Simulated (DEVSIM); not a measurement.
Device: abrupt Si p-n junction, at 350 K.

```csv
layer (left to right),material,thickness (μm),Nd (cm⁻³),Na (cm⁻³),τn (s),τp (s)
1,Si,1.20,-,5.2e17,1.2e-6,1.2e-6
2,Si,190,9.5e14,-,1.2e-6,1.2e-6
```

Left contact: ohmic. Right contact: ohmic. Voltage is applied to the left contact. Recombination: SRH at mid-gap. Mobility is μmin + (μ − μmin)/(1 + (N/Nref)^α).

The device is made up for the run: typed textbook-type constants, with dimensions and the other settings drawn at random. Values at 300 K; Nc and Nv go as T^1.5, mobilities as T to minus their exponent, the gap by Varshni's rule with the affinity fixed.

| parameter | Si |
|---|---|
| gap (eV) | 1.124 |
| affinity (eV) | 4.05 |
| permittivity | 11.7 |
| Nc (cm⁻³) | 2.86e19 |
| Nv (cm⁻³) | 3.1e19 |
| μn (cm²/Vs) | 1417 |
| μp (cm²/Vs) | 470 |
| μn,min | 52 |
| μp,min | 45 |
| Nref,n | 9.7e16 |
| Nref,p | 2.2e17 |
| αn | 0.68 |
| αp | 0.72 |
| T exponent of μn | 2.3 |
| T exponent of μp | 2.2 |
| Varshni α (eV/K) | 0.000473 |
| Varshni β (K) | 636 |

Model (solved in DEVSIM): 1D drift-diffusion, Boltzmann statistics, complete ionisation; no tunnelling, impact ionisation, image-force lowering or self-heating.

The thickness of layer 1 was swept, all else fixed.

| thickness of layer 1 (μm) | dark forward voltage at 1 A/cm² (V) |
|---|---|
| 0.24 | 0.593 |
| 0.42 | 0.596 |
| 0.72 | 0.597 |
| 1.2 | 0.598 |
| 2 | 0.599 |
| 3.6 | 0.600 |
| 6 | 0.600 |

From the first row to the last the dark forward voltage at 1 A/cm² goes from 0.593 to 0.600.
